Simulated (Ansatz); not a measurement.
Checking a run of Ansatz (an electronic-structure program) on Ca₂C (Pn-3m, 6 atoms in the cell). The aim is a self-consistent single point with DFT, PBEsol, plane waves, default PAW files made with PBE.

Cell that was meant: a = 5.6401 Å, b = 5.6401 Å, c = 5.6401 Å, α = 90.00°, β = 90.00°, γ = 90.00°.

Part of the input:

Ansatz 0.2 input:
```yaml
    - { symbol: Ca, position: [0.25000000, 0.25000000, 0.75000000] }
    - { symbol: C, position: [0.00000000, 0.00000000, 0.00000000] }
    - { symbol: C, position: [0.50000000, 0.50000000, 0.50000000] }
basis:
  ecutwfc: 40
kpoints:
  mp_grid:
    grid: [3, 3, 3]
```

The program printed (abridged):

```
   [... lines left out ...]
PAW frozen core: C, regenerated for the run's functional, and the local potential with it
Initial density: superposition of atomic densities (neutral atoms: chi_scale 0, normalization atom), corrected by the library's trained network
Initial wavefunctions: pseudopotential atomic-orbital guess
Eigensolver: davidson
Functional: x = pbesol(κ = 0.804, μ = 0.12345679012345678), c = pbesol(β = 0.046)
SCF iter   1: F=—  HF=-7036.077535 eV  |F-HF|=—  |Δ(HF+E_count)|=         —  Δρ=5.79e-1  dr2=5.95e2  ethr=1.77e-3  ⟨swp⟩=1.0  Hψ=407  notcnv=0
all-band conjugate gradients solve this SCF's bands
preconditioner: auto → LDOS
SCF iter   2: F=—  HF=-6628.418690 eV  |F-HF|=—  |Δ(HF+E_count)|=    4.08e2  S|Δr|=    0.00e0  Δρ=3.22e-2  dr2=3.45e0  ethr=1.77e-3  ⟨swp⟩=4.0  Hψ=367  notcnv=0
   [... lines left out ...]
SCF iter   9: F=—  HF=-6626.985085 eV  |F-HF|=—  |Δ(HF+E_count)|=   3.18e-5  S|Δr|=    0.00e0  Δρ=3.09e-4  dr2=4.12e-4  ethr=8.13e-8  ⟨swp⟩=1.5  Hψ=123  notcnv=0
SCF iter  10: F=—  HF=-6626.984959 eV  |F-HF|=—  |Δ(HF+E_count)|=   1.26e-4  S|Δr|=    0.00e0  Δρ=5.60e-5  dr2=1.34e-5  ethr=8.13e-8  ⟨swp⟩=3.0  Hψ=218  notcnv=0
SCF iter  11: F=-6626.984955 eV  HF=-6626.984955 eV  |F-HF|=1.09e-8  |Δ(HF+E_count)|=   3.98e-6  S|Δr|=    0.00e0  Δρ=3.23e-6  dr2=3.50e-8  ethr=2.08e-10  ⟨swp⟩=6.8  Hψ=533  notcnv=0
SCF 1 converged in 11 iterations: F = -6626.984955 eV  dr2 = 3.50e-8
Stability not checked (fill_not_monotonic)
Free energy (F): -6626.984955 eV
Internal energy: -6626.958889 eV  (E = F + TS)
E sigma→0 (E₀):  -6626.978439 eV
Entropy (-TS):   -0.026066 eV (-4.344 meV/atom)
Fermi energy:    9.745315 eV
--- Forces (eV/Å), atoms counted from 1 ---
  atom   1  Ca     0.00000000    -0.00000000     0.00000000
   [... zero for the other atoms too ...]
--- Stress (GPa, compression-positive) ---
      -40.887025      -0.000000       0.000000
       -0.000000     -40.887025       0.000000
        0.000000       0.000000     -40.887025
  P = ⅓ Tr σ = -40.8870 GPa (-408.870 kbar)
  The stress holds the Pulay correction. Without it, at fixed plane waves, as pw.x and ABINIT print it: P = -667.4768 GPa
```

### Question
Is this run sound? If not, what is wrong?

### Answer
The run is not sound. The fault is this: a cutoff meant in Ry typed as a bare number, read as eV. A bare number is read in the key's own unit, and eV, Ry (13.6 eV) and Ha (27.2 eV) lie far apart, so the setting ends up far from the one that was meant. To fix it, convert the value to the unit that the key expects. The run converged in 11 iterations without an error; against the sound input the free energy rises by 173 eV/atom and the pressure goes from -2.62 to -40.89 GPa. At a fixed set of plane waves, without the program's Pulay estimate, the pressure is -667.48 GPa against -2.67 GPa.

The sound input it was made from differs as follows (other fixes are possible):
```diff
-basis:
-  ecutwfc: 40
```

With that input, the run converged in 7 iterations: free energy E − TS (on the zero of these files) -7663.9498 eV; Fermi level (on the code's own zero) 4.65 eV; pressure -2.62 GPa (DFT, PBEsol, plane waves, default PAW files made with PBE).

On the sound input: the starting cell was generated: these elements placed on a structure prototype, without a prior relaxation; it need not be a known phase or ordering of this composition. Ansatz's pressure includes its estimate of the finite-basis (Pulay) stress. Without a gap this mesh is coarse (it stands for a supercell whose shortest vector is 17 Å).
